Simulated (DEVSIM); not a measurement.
System: Mo/SiO2/p-Si capacitor, at 400 K.

| layer (left to right) | material | thickness (nm) | Na (cm⁻³) |
|---|---|---|---|
| 1 | SiO2 | 24.0 | - |
| 2 | Si | 14000 | 1.7e15 |

Metal gate on the left, work function 4.6 eV. Fixed charge at the semiconductor interface 1.5e11 cm⁻² (in units of +e); no interface traps.

The device is made up for the run: typed textbook-type constants, with dimensions and the other settings drawn at random. Values at 300 K; Nc and Nv go as T^1.5, mobilities as T to minus their exponent, the gap by Varshni's rule with the affinity fixed.

```tsv
parameter	SiO2	Si
gap (eV)	9	1.124
affinity (eV)	0.9	4.05
permittivity	3.9	11.7
Nc (cm⁻³)	-	2.86e19
Nv (cm⁻³)	-	3.1e19
Varshni α (eV/K)	-	0.000473
Varshni β (K)	-	636
```

DEVSIM, 1D Poisson equation in equilibrium, Boltzmann statistics, complete ionisation; no quantum confinement or tunnelling. Metal contacts follow the ideal Schottky-Mott rule: no Fermi-level pinning, no interface dipoles.

Base results: flat-band voltage (V) -0.36; threshold voltage (band bending 2φF) (V) 0.14; minimum of the low-frequency capacitance (μF/cm²) 0.0212.

**Question.** What follows from this one change: gate work function 4.6 → 4.45 eV?

**Answer.** flat-band voltage -0.36 → -0.51 V; threshold voltage (band bending 2φF) 0.14 → -0.01 V; minimum of the low-frequency capacitance little changed (0.0211 μF/cm²).

**Question.** What follows from this one change: interface trap density 0 → 3e+11 cm^-2 eV^-1?

**Answer.** flat-band voltage little changed (-0.35 V); threshold voltage (band bending 2φF) 0.14 → 0.28 V; minimum of the low-frequency capacitance 0.0212 → 0.0484 μF/cm².

**Question.** What follows from this one change: fixed charge 1.5e+11 → 3.3e+11 cm^-2?

**Answer.** flat-band voltage -0.36 → -0.56 V; threshold voltage (band bending 2φF) 0.14 → -0.06 V; minimum of the low-frequency capacitance little changed (0.0212 μF/cm²).
